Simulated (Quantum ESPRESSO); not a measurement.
Short convergence ladders for SnO (P4mm, 4 atoms in the cell)

```yaml
crystal:
  lattice:
    - [3.78100, 0.00000, 0.00000]
    - [0.00000, 3.78100, 0.00000]
    - [0.00000, 0.00000, 4.81580]
  atoms:
    - { symbol: Sn, position: [0.50000, 0.00000, 0.77238] }
    - { symbol: Sn, position: [0.00000, 0.50000, 0.23800] }
    - { symbol: O, position: [0.50000, 0.50000, 0.00000] }
    - { symbol: O, position: [0.00000, 0.00000, 0.00000] }
```

Base method: PBEsol, GBRV 1.5 ultrasoft (PBESOL) pseudopotentials (plane waves; Quantum ESPRESSO 7.5).

Base settings: ecutwfc = 40 Ry; ecutrho = 200 Ry; occupations = smearing; smearing = fd; degauss = 0.00147 Ry; potentials = {Sn: sn_pbesol_v1.4.uspp.F.UPF, O: o_pbesol_v1.2.uspp.F.UPF}; K_POINTS = automatic 3 3 2 0 0 0; conv_thr = 1e-10 Ry; mixing_beta = 0.5.

The count of work is k-points × plane waves × bands × iterations; it is no time. 

**The cutoff for other potential files**

Level: DFT, PBEsol, plane waves, PseudoDojo standard norm-conserving (PBESOL) pseudopotentials.

In this ladder: ecutrho = default; pseudopotentials = {Sn: Sn.upf, O: O.upf}.

The second cell is the first with its lattice scaled by 0.98.

The mesh stays at the base's, so the ladder's end is converged at best in this setting alone.

Only quantities that move along the ladder and can be compared are tabulated; the gap is left out on so coarse a mesh.

| ecutwfc | free energy less the last step's (meV/atom) | energy of the compressed cell less the first (meV/atom) | pressure (GPa) | largest difference of a force vector from the last step's (eV/Å) | count of work / last |
|---|---|---|---|---|---|
| 38 Ry | 8511.06 | 189.13 | -327.86 | 0.270 | 0.090 |
| 47 Ry | 1628.78 | 61.49 | -91.88 | 0.202 | 0.16 |
| 59 Ry | 115.40 | 43.60 | -6.62 | 0.008 | 0.22 |
| 72 Ry | 5.74 | 42.91 | 2.73 | 0.003 | 0.26 |
| 85 Ry | 1.07 | 42.84 | 3.24 | 0.003 | 0.36 |
| 102 Ry | 0.89 | 42.82 | 3.25 | 0.003 | 0.47 |
| 128 Ry | 0.33 | 42.72 | 3.23 | 0.001 | 0.70 |
| 170 Ry | 0.00 | 42.69 | 3.24 | 0.000 | 1.0 |

Coarsest ecutwfc that holds the pressure within 0.2 GPa of the last step, with all finer ones: 85 Ry, at 0.36 of the last step's count of work; the step before is off by 0.51 GPa.

Coarsest ecutwfc that holds the forces within 0.01 eV/Å of the last step, with all finer ones: 59 Ry, at 0.22 of the last step's count of work; the step before is off by 0.20 eV/Å.

Coarsest ecutwfc that holds the energy of the compressed cell less the first within 0.2 meV/atom of the last step, with all finer ones: 85 Ry, at 0.36 of the last step's count of work; the step before is off by 0.22 meV/atom.

The energy difference between the two cells stays within 1 meV/atom of the last step's from 59 Ry on, the total only from 102 Ry on: much of the error is common to both cells and cancels.

At the lowest cutoff the pressure lies 331 GPa under the last step's, the usual sign of Pulay stress in an incomplete plane-wave basis.

**The density cutoff**

The second cell is the first with its lattice scaled by 0.98.

The mesh stays at the base's, so the ladder's end is converged at best in this setting alone.

Only quantities that move along the ladder and can be compared are tabulated; the gap is left out on so coarse a mesh.

```tsv
ecutrho	free energy less the last step's (meV/atom)	energy of the compressed cell less the first (meV/atom)	pressure (GPa)	largest difference of a force vector from the last step's (eV/Å)
80 Ry	-300.76	83.41	18.87	0.268
120 Ry	-0.74	44.41	3.48	0.002
160 Ry	0.08	44.35	3.37	0.000
200 Ry	0.08	44.35	3.37	0.000
240 Ry	0.06	44.36	3.37	0.000
320 Ry	0.00	44.35	3.37	0.000
400 Ry	-0.01	44.35	3.37	0.000
480 Ry	-0.01	44.35	3.37	0.000
640 Ry	0.00	44.35	3.37	0.000
```

Coarsest ecutrho that holds the energy of the compressed cell less the first within 1 meV/atom of the last step, with all finer ones: 120 Ry; the step before is off by 39 meV/atom.

Coarsest ecutrho that holds the forces within 0.01 eV/Å of the last step, with all finer ones: 120 Ry; the step before is off by 0.27 eV/Å.

Coarsest ecutrho that holds the pressure within 1 GPa of the last step, with all finer ones: 120 Ry; the step before is off by 16 GPa.

On the base run: the starting cell has typed, rounded lattice constants, without a prior relaxation at this level. Its lattice was rescaled by up to half a per cent. One atom was moved a little off its site on purpose. In the base run, with a pressure of about 3 GPa the cell is away from its equilibrium volume at this level. In the base run, forces exceed 1 eV/Å.
